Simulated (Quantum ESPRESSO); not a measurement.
A self-consistent single point of ZnNi3C (Pm-3m, 5 atoms in the cell) with Quantum ESPRESSO.

Computed with PBEsol, PSlibrary PAW (PBE) pseudopotentials (plane waves; Quantum ESPRESSO 7.5).

The change in words: lattice scaled by 1.015. Reference geometry:
```xyz
5
Lattice="3.8484 0.0000 0.0000 0.0000 3.8484 0.0000 0.0000 0.0000 3.8484" Properties=species:S:1:pos:R:3 pbc="T T T"
Zn     0.0000     0.0000     0.0000
Ni     0.0000     1.9242     1.9242
Ni     1.9242     0.0000     1.9242
Ni     1.9242     1.9242     0.0000
C      1.9242     1.9242     1.9242
```

Reference input (self-consistent single point, DFT, PBEsol, plane waves, PSlibrary PAW (PBE) pseudopotentials): ecutwfc = 50 Ry; ecutrho = 400 Ry; occupations = smearing; smearing = mp; degauss = 0.0036749 Ry; input_dft = pbesol; K_POINTS = automatic 7 7 7 0 0 0; conv_thr = 1e-10 Ry. This run's input differs from it in these lines:

```diff
@@ -10,3 +10,3 @@
   ibrav = 1
-  celldm(1) = 7.2723350906
+  celldm(1) = 7.3814195312
   nat = 5
```

Output, abridged:

```
     Self-consistent Calculation

     iteration #  1     ecut=    50.00 Ry     beta= 0.70

     total energy              =    -808.17662259 Ry
     estimated scf accuracy    <       0.48293164 Ry

     iteration #  2     ecut=    50.00 Ry     beta= 0.70

     total energy              =    -808.10830935 Ry
     estimated scf accuracy    <       2.42823748 Ry

     iteration #  3     ecut=    50.00 Ry     beta= 0.70

     total energy              =    -808.45417425 Ry
     estimated scf accuracy    <       0.19523957 Ry

   [... 8 blocks of this kind left out ...]

     iteration # 12     ecut=    50.00 Ry     beta= 0.70

     total energy              =    -808.49145318 Ry
     estimated scf accuracy    <          2.3E-10 Ry

     iteration # 13     ecut=    50.00 Ry     beta= 0.70
     End of self-consistent calculation

     the Fermi energy is    10.8531 ev

!    total energy              =    -808.49145319 Ry
     estimated scf accuracy    <          1.4E-11 Ry
     smearing contrib. (-TS)   =       0.00015405 Ry
     internal energy E=F+TS    =    -808.49160724 Ry

     convergence has been achieved in  13 iterations

     Forces acting on atoms (cartesian axes, Ry/au):

     atom    1 type  1   force =     0.00000000    0.00000000    0.00000000
   [... zero for the other atoms too ...]

     Total force =     0.000000     Total SCF correction =     0.000000

          total   stress  (Ry/bohr**3)                   (kbar)     P=     -240.82
  -0.00163705   0.00000000   0.00000000         -240.82        0.00        0.00
   0.00000000  -0.00163705   0.00000000            0.00     -240.82        0.00
   0.00000000   0.00000000  -0.00163705            0.00        0.00     -240.82

   JOB DONE.
```

The run converged in 13 iterations. Against the reference run the free energy goes up by 65.6 meV/atom and the pressure goes from -18.71 to -24.08 GPa.

The starting cell comes from a database of computed structures (which also holds hypothetical and non-ambient phases and stackings), without a prior relaxation at this level. Its lattice was rescaled by a random factor within 2.5 % of one. For this run, on top of that: lattice scaled by 1.015. Spin polarisation is off.

Cost on one core of a shared machine: roughly 50 s.
